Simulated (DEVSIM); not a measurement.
Structure: abrupt Si p-n junction, at 300 K.

Layer 1 from the left is Si, thickness (μm) 0.150, Na (cm⁻³) 6.9e18, τn (s) 4.9e-7, τp (s) 4.9e-7. Layer 2 from the left is Si, thickness (μm) 0.850, Nd (cm⁻³) 9.1e17, τn (s) 4.9e-7, τp (s) 4.9e-7.

Left contact: ohmic. Right contact: ohmic. Voltage is applied to the left contact. Recombination: SRH at mid-gap, radiative. Mobility is μmin + (μ − μmin)/(1 + (N/Nref)^α).

This is a model device: material constants are rounded textbook-type values typed into the input, and sizes, dopings and lifetimes were drawn at random. Values at 300 K.

Si: gap (eV) 1.124, affinity (eV) 4.05, permittivity 11.7, Nc (cm⁻³) 2.86e19, Nv (cm⁻³) 3.1e19, μn (cm²/Vs) 1417, μp (cm²/Vs) 470, μn,min 52, μp,min 45, Nref,n 9.7e16, Nref,p 2.2e17, αn 0.68, αp 0.72, B (cm³/s) 4.7e-15.

Model (solved in DEVSIM): 1D drift-diffusion, Boltzmann statistics, complete ionisation; no tunnelling, impact ionisation, image-force lowering or self-heating.

Dark forward current:

```csv
|V| (V),|J| (A/cm²)
0.05,7.756e-10
0.10,2.745e-9
0.15,8.272e-9
0.20,2.535e-8
0.25,8.556e-8
0.30,3.415e-7
0.35,1.670e-6
0.40,9.646e-6
0.45,6.145e-5
0.50,0.0004101
0.55,0.002793
0.60,0.01918
0.65,0.1321
0.70,0.9113
0.75,6.287
0.80,43.30
0.85,294.9
0.90,1886
0.95,9711
```

Q: Work out the local ideality factor n = ΔV / (kT/q · ln(J2/J1)) between the rows 0.15 and 0.20 V, 0.70 and 0.75 V, 0.90 and 0.95 V.

A: kT/q = 25.85 mV. From 0.15 to 0.20 V: ln(2.535e-8/8.272e-9) = 1.120, n = 1.73. From 0.70 to 0.75 V: ln(6.287/0.9113) = 1.931, n = 1.00, near the 1 of diffusion or emission over a barrier. From 0.90 to 0.95 V: ln(9711/1886) = 1.639, n = 1.18; the layers' resistance at their doping, Σ W/(qμN) = 2.1e-6 Ω cm², would take 17 mV of this step of 50 mV.

Q: Estimate the current at 0.65 V from the Shockley equation with J0 = Σ q ni² D/(N L) coth(W/L), τ joining the SRH, radiative and Auger lifetimes that are on, and W taken as the whole layer.

A: ni² = 1.16e20 cm⁻⁶; electrons in the p layer: μ = 123 cm²/Vs, D = 3.18 cm²/s, τ = 4.82e-7 s, L = 12.4 μm, W/L = 0.012, term 5.71e-13 A/cm²; holes in the n layer: μ = 157 cm²/Vs, D = 4.07 cm²/s, τ = 4.89e-7 s, L = 14.1 μm, W/L = 0.060, term 9.78e-13 A/cm². J0 = 1.55e-12 A/cm², and J = J0 exp(qV/kT) = 0.129 A/cm². The simulation gives 0.132 A/cm²; the estimate lies 2.4 % below. The estimate leaves out recombination in the depletion region and that region's share of W.
